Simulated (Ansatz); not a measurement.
# Amorphous In9Ga9Zn9O37Ba

A CHGNet melt-quench gave the starting glass, which DFT then relaxed. O atoms were pushed apart under 1.9 Å during the dynamics, to hinder bonds among them. The hot cell started wider than the set density and was brought back towards it in steps. It is the lowest in DFT energy of 2 quenches. It is a model cell: composition and starting density were chosen by hand, and all elements were melted together. No dispersion term was used.

Methods: PBE, scalar-relativistic without spin-orbit coupling (Ansatz, a program for electronic structure); r2SCAN, scalar-relativistic without spin-orbit coupling (Ansatz); HSE06, scalar-relativistic without spin-orbit coupling (Ansatz). Geometry, pressure, stress and energy are those of the PBE run. Its sampling: a 2×2×2 Γ-centred mesh; Fermi-Dirac width 0.02 eV; no spin polarisation. Other functionals are single points at the zone centre (r2SCAN at 500 eV; exact exchange cut at the cell's faces), free to take moments where seeds were set. At PBE the levels at the filled edge of the gap are localised (band-tail or defect states).

| Property | Value |
|---|---|
| Number of atoms in the cell | 65 |
| Density (held, not predicted) | 5.92 g/cm³ |
| Volume per atom | 86.7 bohr^3 |
| Pressure on a 2×2×2 Γ-centred mesh | 24.8 kbar |
| Largest force and stress component on that mesh (the relaxation ran on the zone centre alone) | 0.06 eV/Å and 2.6 GPa |
| Level gap on a 2×2×2 Γ-centred mesh (PBE) | 0.83 eV |
| Level gap at the zone centre (PBE) | 0.82 eV |
| Level gap at the zone centre (r2SCAN) | 1.27 eV |
| Level gap at the zone centre (HSE06) | 2.39 eV |

Cut-offs for bonds: In-In 3.12 Å, In-Ga 2.90 Å, In-Zn 2.90 Å, In-O 2.66 Å, In-Ba 3.93 Å, Ga-Ga 2.68 Å, Ga-Zn 2.68 Å, Ga-O 2.32 Å, Ga-Ba 3.71 Å, Zn-Zn 2.68 Å, Zn-O 2.50 Å, Zn-Ba 3.71 Å, O-O 1.58 Å, O-Ba 3.37 Å, Ba-Ba 4.73 Å. Two cations that share two anions don't count as bonded, nor two that share one unless they lie closer than In-In 3.04 Å, In-Ga 2.82 Å, In-Zn 2.82 Å, In-Ba 3.82 Å, Ga-Ga 2.61 Å, Ga-Zn 2.61 Å, Ga-Ba 3.61 Å, Zn-Zn 2.61 Å, Zn-Ba 3.61 Å, Ba-Ba 4.60 Å.

The mean coordination of In by anions is 5.11 (2 with 4, 4 with 5, 3 with 6); 2 close contacts or bonds to cations besides, the mean coordination of Ga by anions comes out as 4.89 (2 with 4, 6 with 5, 1 with 6) and the mean coordination of Zn by anions is 4.44 (5 with 4, 4 with 5). The mean coordination of O is 3.73 (11 with 3, 25 with 4, 1 with 5) and the mean coordination of Ba by anions is 8.00 (1 with 8); 2 close contacts or bonds to cations besides. The mean In-O bond is 2.174 Å (spread 0.104 Å, 46 counted) and the mean Ga-O bond comes out as 1.961 Å (spread 0.085 Å, 44 counted).

Its density started from a set value of 5.92 g/cm³. The simulated quench (nominally 210 K/ps over its main leg) is rapid and tends to freeze in more defects than a deposited or slowly cooled glass has. One small periodic cell is one sample of the glass; other quenches scatter about these values. The volume was held where the preparation left it and the shape relaxed, at a PBE pressure of 2.5 GPa. Stress components on the final sampling reach 2.6 GPa.
